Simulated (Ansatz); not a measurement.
**CdTe, response to strain**

Take CdTe in the zinc blende structure (space group F-43m, No. 216) as the base.

```yaml
crystal:
  lattice:
    - [0.00000, 3.24436, 3.24436]
    - [3.24436, 0.00000, 3.24436]
    - [3.24436, 3.24436, 0.00000]
  atoms:
    - { symbol: Cd, position: [0.00000, 0.00000, 0.00000] }
    - { symbol: Te, position: [0.25000, 0.25000, 0.25000] }
```

Cartesian axes are those of the cell as printed.

Strains are applied to the cell and any free atomic positions relax; under biaxial strain the out-of-plane vector relaxes too.

Computed with Ansatz (an electronic-structure program) PBEsol, without spin-orbit coupling.

Notes on the quantities. energy relative to the base: free energy F.

| biaxial strain, plane normal [001], relaxed out of plane (%) | energy relative to the base (meV/atom) |
|---|---|
| -3 | 8.3 |
| -2.5 | 5.7 |
| -2 | 3.6 |
| -1.5 | 2.0 |
| -1 | 0.9 |
| -0.5 | ? |
| 0 | 0.0 |

Question: Fit ΔE = Aε² + Bε³ (ε in %) to the rows shown and predict the withheld row.

Answer: Least squares on the printed values gives A = 0.860 and B = -0.021 meV/atom (largest residual 0.0 meV/atom); this predicts 0.2 meV/atom, and the run gives 0.2 meV/atom, in agreement.

Stability against distortions was not tested.
